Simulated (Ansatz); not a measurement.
Electronic density of states of amorphous B20Te30, density 5.77 g/cm³, on a 2×2×2 Γ-centred mesh with a Gaussian width of 0.1 eV; energies count from the Fermi level. Cell and mesh are small, so fine structure isn't converged. Computed with PBE-D3(BJ), scalar-relativistic without spin-orbit coupling, PAW (Ansatz default set, large-core Te) (plane waves to 420 eV; Ansatz, a quantum-chemistry and plane-wave program). Sampling: a 2×2×2 Γ-centred mesh; Fermi-Dirac width 0.05 eV; no spin polarisation. The levels at the Fermi energy are partly filled. A closed spacing in one fast-quenched cell at PBE doesn't show the material to be a metal.

A CHGNet melt-quench gave the starting glass, which DFT then relaxed. The hot cell started wider than the set density and was brought back towards it in steps. It is the lowest in DFT energy of 2 quenches. It is a model cell: composition and starting density were chosen by hand, and all elements were melted together. The geometry includes D3(BJ) dispersion. Its density started from a set value of 5.35 and ended at 5.77 g/cm³. The simulated quench (nominally 120 K/ps over its main leg) is rapid and tends to freeze in more defects than a deposited or slowly cooled glass has. A cell of this size samples the disorder only roughly. The volume was free in the relaxation, at fixed shape. Stress components on the final sampling reach 0.5 GPa. On a 2×2×2 Γ-centred mesh force components of up to 0.41 eV/Å stay, since the relaxation ran on one k-point at (1/4, 1/4, 1/4).

| E - EF (eV) | states/(eV atom) |
|---|---|
| -12.00 | 0.43 |
| -11.90 | 0.46 |
| -11.80 | 0.41 |
| -11.70 | 0.34 |
| -11.60 | 0.34 |
| -11.50 | 0.35 |
| -11.40 | 0.41 |
| -11.30 | 0.37 |
| -11.20 | 0.34 |
| -11.10 | 0.35 |
| -11.00 | 0.36 |
| -10.90 | 0.38 |
| -10.80 | 0.34 |
| -10.70 | 0.37 |
| -10.60 | 0.42 |
| -10.50 | 0.40 |
| -10.40 | 0.36 |
| -10.30 | 0.32 |
| -10.20 | 0.28 |
| -10.10 | 0.17 |
| -10.00 | 0.09 |
| -9.90 | 0.15 |
| -9.80 | 0.15 |
| -9.70 | 0.07 |
| -9.60 | 0.09 |
| -9.50 | 0.19 |
| -9.40 | 0.18 |
| -9.30 | 0.18 |
| -9.20 | 0.14 |
| -9.10 | 0.04 |
| -9.00 | 0.00 |
| -8.90 | 0.00 |
| -8.80 | 0.00 |
| -8.70 | 0.00 |
| -8.60 | 0.00 |
| -8.50 | 0.01 |
| -8.40 | 0.08 |
| -8.30 | 0.23 |
| -8.20 | 0.29 |
| -8.10 | 0.17 |
| -8.00 | 0.11 |
| -7.90 | 0.17 |
| -7.80 | 0.12 |
| -7.70 | 0.09 |
| -7.60 | 0.18 |
| -7.50 | 0.16 |
| -7.40 | 0.18 |
| -7.30 | 0.16 |
| -7.20 | 0.04 |
| -7.10 | 0.07 |
| -7.00 | 0.16 |
| -6.90 | 0.14 |
| -6.80 | 0.18 |
| -6.70 | 0.23 |
| -6.60 | 0.22 |
| -6.50 | 0.14 |
| -6.40 | 0.15 |
| -6.30 | 0.20 |
| -6.20 | 0.19 |
| -6.10 | 0.26 |
| -6.00 | 0.33 |
| -5.90 | 0.37 |
| -5.80 | 0.31 |
| -5.70 | 0.30 |
| -5.60 | 0.33 |
| -5.50 | 0.34 |
| -5.40 | 0.39 |
| -5.30 | 0.43 |
| -5.20 | 0.45 |
| -5.10 | 0.45 |
| -5.00 | 0.51 |
| -4.90 | 0.54 |
| -4.80 | 0.54 |
| -4.70 | 0.53 |
| -4.60 | 0.56 |
| -4.50 | 0.56 |
| -4.40 | 0.48 |
| -4.30 | 0.52 |
| -4.20 | 0.54 |
| -4.10 | 0.51 |
| -4.00 | 0.52 |
| -3.90 | 0.55 |
| -3.80 | 0.54 |
| -3.70 | 0.57 |
| -3.60 | 0.55 |
| -3.50 | 0.52 |
| -3.40 | 0.52 |
| -3.30 | 0.54 |
| -3.20 | 0.57 |
| -3.10 | 0.67 |
| -3.00 | 0.70 |
| -2.90 | 0.60 |
| -2.80 | 0.57 |
| -2.70 | 0.58 |
| -2.60 | 0.60 |
| -2.50 | 0.65 |
| -2.40 | 0.58 |
| -2.30 | 0.53 |
| -2.20 | 0.55 |
| -2.10 | 0.55 |
| -2.00 | 0.56 |
| -1.90 | 0.53 |
| -1.80 | 0.51 |
| -1.70 | 0.49 |
| -1.60 | 0.47 |
| -1.50 | 0.50 |
| -1.40 | 0.52 |
| -1.30 | 0.52 |
| -1.20 | 0.52 |
| -1.10 | 0.51 |
| -1.00 | 0.54 |
| -0.90 | 0.47 |
| -0.80 | 0.46 |
| -0.70 | 0.45 |
| -0.60 | 0.41 |
| -0.50 | 0.45 |
| -0.40 | 0.45 |
| -0.30 | 0.38 |
| -0.20 | 0.37 |
| -0.10 | 0.32 |
| 0.00 | 0.30 |
| 0.10 | 0.29 |
| 0.20 | 0.31 |
| 0.30 | 0.34 |
| 0.40 | 0.33 |
| 0.50 | 0.32 |
| 0.60 | 0.31 |
| 0.70 | 0.27 |
| 0.80 | 0.32 |
| 0.90 | 0.32 |
| 1.00 | 0.36 |
| 1.10 | 0.38 |
| 1.20 | 0.34 |
| 1.30 | 0.36 |
| 1.40 | 0.42 |
| 1.50 | 0.47 |
| 1.60 | 0.47 |
| 1.70 | 0.46 |
| 1.80 | 0.45 |
| 1.90 | 0.41 |
| 2.00 | 0.43 |
| 2.10 | 0.41 |
| 2.20 | 0.35 |
